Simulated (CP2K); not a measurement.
Band structure of Ag3Sb (Pmmn, 8 atoms in the cell).

```xyz
8
Lattice="4.9144 0.0000 0.0000 0.0000 6.0867 0.0000 0.0000 0.0000 5.3692" Properties=species:S:1:pos:R:3 pbc="T T T"
Ag     2.4572     0.0000     1.7521
Ag     0.0000     3.0433     3.6171
Ag     0.0000     1.5338     0.8258
Ag     0.0000     4.5528     0.8258
Ag     2.4572     1.5095     4.5433
Ag     2.4572     4.5772     4.5433
Sb     0.0000     0.0000     3.5983
Sb     2.4572     3.0433     1.7709
```

Method: CP2K with PBEsol, GPW, DZVP-MOLOPT-SR-GTH basis, GTH-PBE potentials (GTH_POTENTIALS).

Settings: CUTOFF = 500 Ry; REL_CUTOFF = 60 Ry; SMEAR/METHOD = GAUSSIAN; SIGMA = 0.05 eV; KPOINTS/SCHEME = MONKHORST-PACK 4 3 3; GAMMA_CENTERED = T; XC_FUNCTIONAL = PBE:PBESOL; Ag/BASIS_SET = DZVP-MOLOPT-SR-GTH; Ag/POTENTIAL = GTH-PBE-q11; Sb/BASIS_SET = DZVP-MOLOPT-SR-GTH; Sb/POTENTIAL = GTH-PBE-q5; METHOD = GPW; EPS_DEFAULT = 1e-10; EXTRAPOLATION = USE_GUESS.

The starting cell comes from a database of computed structures (which also holds hypothetical and non-ambient phases and stackings), without a prior relaxation at this level. Its lattice was rescaled by a random factor within 2.5 % of one. Spin-orbit coupling is off. Values carry the incompleteness of an atom-centred basis. The potentials were made for another functional than the one used. The run gives no clean gap (levels at the Fermi energy touch, overlap or are partly filled at this smearing), which alone does not show that the compound is a metal.

Levels in eV from the Fermi level, bands 35 to 40:
```json
[
 {"point": "Γ", "35": "-2.59", "36": "-1.67", "37": "-1.15", "38": "-0.62", "39": "-0.02", "40": "0.77"},
 {"point": "X", "35": "-2.07", "36": "-2.07", "37": "-1.97", "38": "-1.97", "39": "0.46", "40": "0.46"},
 {"point": "S", "35": "-2.53", "36": "-2.53", "37": "-2.29", "38": "-2.29", "39": "-0.33", "40": "-0.33"},
 {"point": "Y", "35": "-2.60", "36": "-1.51", "37": "-0.65", "38": "-0.65", "39": "0.15", "40": "0.89"},
 {"point": "Z", "35": "-1.27", "36": "-1.27", "37": "-1.02", "38": "-1.02", "39": "0.54", "40": "0.54"},
 {"point": "U", "35": "-0.99", "36": "-0.99", "37": "-0.36", "38": "-0.36", "39": "-0.32", "40": "-0.32"},
 {"point": "R", "35": "-3.16", "36": "-3.16", "37": "-3.15", "38": "-3.15", "39": "2.98", "40": "2.98"},
 {"point": "T", "35": "-0.92", "36": "-0.92", "37": "-0.07", "38": "-0.07", "39": "0.95", "40": "0.95"}
]
```

Bands cross the Fermi level along this path, so the cell is metallic at this level.

Higher empty bands are left out: an atom-centred basis made for the valence describes them poorly.
